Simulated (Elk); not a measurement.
Input and output of a self-consistent single point for NbPd2 (Immm, 3 atoms in the cell) (Elk).

Method of the run: Elk 10.2.4 with PBEsol, spin-orbit coupling in second variation, all-electron FP-LAPW, Elk's shipped species files, APW+lo basis with extra local orbitals.

```yaml
crystal:
  lattice:
    - [-1.42839, 1.98728, 4.25254]
    - [1.42839, -1.98728, 4.25254]
    - [1.42839, 1.98728, -4.25254]
  atoms:
    - { symbol: Nb, position: [0.00000, 0.00000, 0.00000] }
    - { symbol: Pd, position: [0.66658, 0.66658, 0.00000] }
    - { symbol: Pd, position: [0.33342, 0.33342, 0.00000] }
```

Reference input (self-consistent single point, DFT, PBEsol, all-electron FP-LAPW, Elk's shipped species files, APW+lo basis with extra local orbitals): xctype = 22; rgkmax = 7.5; stype = 0; swidth = 0.00183747 Ha; ngridk = 9 9 9; gmaxvr = 16 1/bohr; nxlo = 2; lorbcnd = true; rmtscf = 0.97; lmaxi = 2; maxscl = 100. This run's input differs from it in these lines:

```diff
@@ -5,2 +5,5 @@
   22
+
+spinorb
+  .true.
 
@@ -23,2 +26,5 @@
   2
+
+nempty
+  10
```

The program printed (abridged):

```
│ Self-consistent loop started │
│ Loop number : 1 │
 total energy                :     -13869.7483119
 total moment                :  -0.4066855813E-21 -0.3048802494E-21  0.3578874095E-21
│ Loop number : 2 │
 total energy                :     -13872.3946035
 total moment                :   0.1197068921E-20 -0.2019861816E-21 -0.5048720979E-21
RMS change in Kohn-Sham potential (target) :   0.3533275698     (  0.1000000000E-05)
Absolute change in total energy (target)   :    2.646291590     (  0.1000000000E-03)
│ Loop number : 3 │
 total energy                :     -13884.4865744
   [... lines left out ...]
 total energy                :     -13907.8298861
 total moment                :  -0.1081504742E-20 -0.2124795704E-22 -0.5155817569E-20
RMS change in Kohn-Sham potential (target) :   0.4651332367E-06 (  0.1000000000E-05)
Absolute change in total energy (target)   :   0.1267015286E-03 (  0.1000000000E-03)
│ Loop number : 16 │
 total energy                :     -13907.8298754
 total moment                :  -0.3129923045E-20 -0.1035819688E-21 -0.7776318706E-21
RMS change in Kohn-Sham potential (target) :   0.1870085183E-06 (  0.1000000000E-05)
Absolute change in total energy (target)   :   0.2094908814E-04 (  0.1000000000E-03)
Convergence targets achieved

│ Loop number : 17 │

Energies :
 Fermi                       :     0.353471856055
 xc effective B-field        :    -0.294223225878E-08
 external B-field            :      0.00000000000
 total energy                :     -13907.8298941
 (external B-field energy excluded from total)

Density of states at Fermi energy :    45.70320155
 (states/Hartree/unit cell)

Estimated indirect band gap :   0.7254096799E-03
 from k-point     82 to k-point     40
Estimated direct band gap   :   0.9748804895E-02
 at k-point     82

Charges :
 core                        :    84.00000000
 valence                     :    49.00000000
 interstitial                :    4.102959383
 muffin-tins (core leakage)
  species :    1 (Nb)
   atom    1                 :    38.90285054     (  0.1657646411E-05)
  species :    2 (Pd)
   [... lines left out ...]
  species :    2 (Pd)
   atom    1                 :   0.1506227329E-20   0.000000000      0.8248314250E-31
   atom    2                 :   0.1506227329E-20   0.000000000      0.8248314250E-31
 total in muffin-tins        :   0.3012454658E-20  0.2375849595E-22  0.6120099954E-22
 total moment                :   0.2992635534E-20  0.2496563518E-23  0.5119812636E-21

│ Self-consistent loop stopped │
```

The run converged in 17 iterations. The count includes the last loop, which Elk runs after its targets are met. 

The starting cell comes from a database of computed structures (which also holds hypothetical and non-ambient phases and stackings), without a prior relaxation at this level. Its lattice was rescaled by a random factor within 2.5 % of one. Values depend on the basis (sphere radii, cutoffs, local orbitals), which need not be converged. The log's line on a gap gives a spacing of levels on this mesh, which the program prints for metals too.

Cost on one core of a shared machine: roughly 8 min.
